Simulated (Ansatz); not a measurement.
**A computed series for TiC: response to strain**

The parent structure is TiC in the rock salt structure (space group Fm-3m, No. 225; a = 4.293 Å; relaxed with 0.1 eV smearing). Axes: x, y, z lie along the cube axes.

Strains are applied to the cell and any free atomic positions relax; under biaxial strain the out-of-plane vector relaxes too.

Computed with PBEsol (Ansatz, a first-principles code, PAW, without spin-orbit coupling).

| biaxial strain, plane normal [001], relaxed out of plane (%) | out-of-plane strain (%) |
|---|---|
| 0 | 0.00 |
| 0.5 | -0.22 |
| 1 | -0.44 |
| 1.5 | -0.64 |
| 2 | -0.85 |
| 2.5 | ? |
| 3 | -1.24 |

Q: Fit ε⊥ = −νε + γε² (strains in %) to the rows shown and predict the withheld row.

A: Least squares on the printed values gives ν = 0.45 (the biaxial Poisson response) and γ = 0.011 (largest residual 0.00 %); this predicts -1.05 %, and the run gives -1.05 %, in agreement.

Stability against distortions was not tested. All final runs are without spin polarisation.
